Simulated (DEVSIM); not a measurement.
System: abrupt Si p-n junction, at 300 K.

Layer 1 from the left is Si, thickness (μm) 39.0, Na (cm⁻³) 6.4e15, τn (s) 1.5e-5, τp (s) 1.5e-5. Layer 2 from the left is Si, thickness (μm) 160, Nd (cm⁻³) 7.5e15, τn (s) 1.5e-5, τp (s) 1.5e-5.

Left contact: ohmic. Right contact: ohmic. Voltage is applied to the left contact. Recombination: SRH at mid-gap, radiative, Auger. Mobility is μmin + (μ − μmin)/(1 + (N/Nref)^α).

This is a model device: material constants are rounded textbook-type values typed into the input, and sizes, dopings and lifetimes were drawn at random. Values at 300 K.

Si: gap (eV) 1.124, affinity (eV) 4.05, permittivity 11.7, Nc (cm⁻³) 2.86e19, Nv (cm⁻³) 3.1e19, μn (cm²/Vs) 1417, μp (cm²/Vs) 470, μn,min 52, μp,min 45, Nref,n 9.7e16, Nref,p 2.2e17, αn 0.68, αp 0.72, B (cm³/s) 4.7e-15, Cn (cm⁶/s) 2.8e-31, Cp (cm⁶/s) 9.9e-32.

Model (solved in DEVSIM): 1D drift-diffusion, Boltzmann statistics, complete ionisation; no tunnelling, impact ionisation, image-force lowering or self-heating.

Dark forward current:

| |V| (V) | |J| (A/cm²) |
|---|---|
| 0.05 | 5.253e-10 |
| 0.10 | 2.560e-9 |
| 0.15 | 1.271e-8 |
| 0.20 | 7.229e-8 |
| 0.25 | 4.547e-7 |
| 0.30 | 3.015e-6 |
| 0.35 | 2.049e-5 |
| 0.40 | 0.0001406 |
| 0.45 | 0.0009687 |
| 0.50 | 0.006671 |
| 0.55 | 0.04529 |
| 0.60 | 0.2813 |
| 0.65 | 1.272 |
| 0.70 | 3.631 |
| 0.75 | 7.533 |
| 0.80 | 13.04 |
| 0.85 | 20.20 |
| 0.90 | 29.04 |
| 0.95 | 39.59 |
| 1.00 | 51.84 |
| 1.05 | 65.80 |
| 1.10 | 81.48 |
| 1.15 | 98.86 |
| 1.20 | 117.9 |
| 1.25 | 138.7 |
| 1.30 | 161.2 |

Question: Work out the local ideality factor n = ΔV / (kT/q · ln(J2/J1)) between the rows 0.15 and 0.20 V, 0.40 and 0.45 V, 1.25 and 1.30 V.

Answer: kT/q = 25.85 mV. From 0.15 to 0.20 V: ln(7.229e-8/1.271e-8) = 1.738, n = 1.11. From 0.40 to 0.45 V: ln(0.0009687/0.0001406) = 1.930, n = 1.00, near the 1 of diffusion or emission over a barrier. From 1.25 to 1.30 V: ln(161.2/138.7) = 0.150, n = 12.87.

Question: Estimate the current at 0.40 V from the Shockley equation with J0 = Σ q ni² D/(N L) coth(W/L), τ joining the SRH, radiative and Auger lifetimes that are on, and W taken as the whole layer.

Answer: ni² = 1.16e20 cm⁻⁶; electrons in the p layer: μ = 1230 cm²/Vs, D = 31.8 cm²/s, τ = 1.50e-5 s, L = 218 μm, W/L = 0.18, term 2.39e-11 A/cm²; holes in the n layer: μ = 436 cm²/Vs, D = 11.3 cm²/s, τ = 1.50e-5 s, L = 130 μm, W/L = 1.2, term 2.54e-12 A/cm². J0 = 2.65e-11 A/cm², and J = J0 exp(qV/kT) = 0.000139 A/cm². The simulation gives 0.000141 A/cm²; the estimate lies 1.2 % below. The estimate leaves out recombination in the depletion region and that region's share of W.
